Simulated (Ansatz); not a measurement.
The structure below was relaxed with PBEsol (Ansatz, a quantum-chemistry and plane-wave program; PAW; 420 eV plane waves; no spin-orbit coupling), at pressure 15 GPa.

```
CELL_PARAMETERS angstrom
      4.78480     0.00000     0.00000
      0.00000     4.78480     0.00000
      0.00000     0.00000     3.39150
ATOMIC_POSITIONS crystal
  Pb 0.00000 0.00000 0.00000
  Pb 0.50000 0.50000 0.50000
  O  0.30717 0.30717 0.00000
  O  0.80717 0.19283 0.50000
  O  0.19283 0.80717 0.50000
  O  0.69283 0.69283 0.00000
```

Question: Find the space group and the Wyckoff positions.

Answer: Space group P4₂/mnm (No. 136); a = b = 4.785 Å, c = 3.392 Å, α = β = γ = 90.00°

```tsv
atom	site	symmetry	x	y	z
Pb	2a	m.mm	0.0000	0.0000	0.0000
O	4f	m.2m	0.3072	0.3072	0.0000
```

Load acts through the strain it causes; cell and atoms are relaxed under it. Whether these cells are dynamically stable was not tested. Competing high-pressure phases were not computed. The final runs are not spin-polarised. The cell was made from PbO2 in the rutile structure (space group P4_2/mnm, No. 136) by this change: pressure 15 GPa.
